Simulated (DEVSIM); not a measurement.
Structure: Schottky contact on n-type β-Ga2O3, at 350 K.

Layer 1 from the left is β-Ga2O3, thickness (μm) 0.590, Nd (cm⁻³) 8.8e16, τn (s) 1.8e-8, τp (s) 1.8e-8.

Left contact: Schottky, work function 5.52 eV, emission velocity 5.4e6 cm/s. Right contact: ohmic. Voltage is applied to the left contact. Recombination: SRH at mid-gap. Mobility is constant in doping.

This is a model device: material constants are rounded textbook-type values typed into the input, and sizes, dopings and lifetimes were drawn at random. Values at 300 K; Nc and Nv go as T^1.5, mobilities as T to minus their exponent, the gap by Varshni's rule with the affinity fixed.

β-Ga2O3: gap (eV) 4.8, affinity (eV) 4, permittivity 10, Nc (cm⁻³) 3.7e18, Nv (cm⁻³) 5e20, μn (cm²/Vs) 160, μp (cm²/Vs) 1, T exponent of μn 1.8, T exponent of μp 1.5, Varshni α (eV/K) 0.0004, Varshni β (K) 600.

Simulated with DEVSIM: 1D drift-diffusion, Boltzmann statistics, complete ionisation; no tunnelling, impact ionisation, image-force lowering or self-heating. Metal contacts follow the ideal Schottky-Mott rule: no Fermi-level pinning, no interface dipoles.

Dark forward current:

| |V| (V) | |J| (A/cm²) |
|---|---|
| 0.20 | 3.211e-13 |
| 0.25 | 1.680e-12 |
| 0.30 | 8.777e-12 |
| 0.35 | 4.583e-11 |
| 0.40 | 2.393e-10 |
| 0.45 | 1.248e-9 |
| 0.50 | 6.512e-9 |
| 0.55 | 3.394e-8 |
| 0.60 | 1.768e-7 |
| 0.65 | 9.206e-7 |
| 0.70 | 4.788e-6 |
| 0.75 | 2.488e-5 |
| 0.80 | 0.0001291 |
| 0.85 | 0.0006691 |
| 0.90 | 0.003460 |
| 0.95 | 0.01785 |
| 1.00 | 0.09178 |
| 1.05 | 0.4695 |
| 1.10 | 2.381 |
| 1.15 | 11.85 |
| 1.20 | 55.83 |
| 1.25 | 224.3 |
| 1.30 | 661.0 |
| 1.35 | 1399 |
| 1.40 | 2354 |

Question: Work out the local ideality factor n = ΔV / (kT/q · ln(J2/J1)) between the rows 0.20 and 0.25 V, 1.35 and 1.40 V.

Answer: kT/q = 30.16 mV. From 0.20 to 0.25 V: ln(1.680e-12/3.211e-13) = 1.655, n = 1.00, near the 1 of diffusion or emission over a barrier. From 1.35 to 1.40 V: ln(2354/1399) = 0.520, n = 3.19; the layers' resistance at their doping, Σ W/(qμN) = 3.5e-5 Ω cm², would take 33 mV of this step of 50 mV.

Question: Estimate the current at 0.65 V for emission alone, J0 = q v N_band exp(−φB/kT), and read the barrier back from the simulated current.

Answer: φB = 1.520 eV, N_band = 4.66e18 cm⁻³, J0 = 5.23e-16 A/cm²; J = J0 (exp(qV/kT) − 1) = 1.20e-6 A/cm². The simulation gives 9.21e-7 A/cm²; the estimate lies 30 % above. Read backwards, the simulated current gives an apparent barrier of 1.528 eV. The estimate leaves out transport through the depletion region and minority injection.
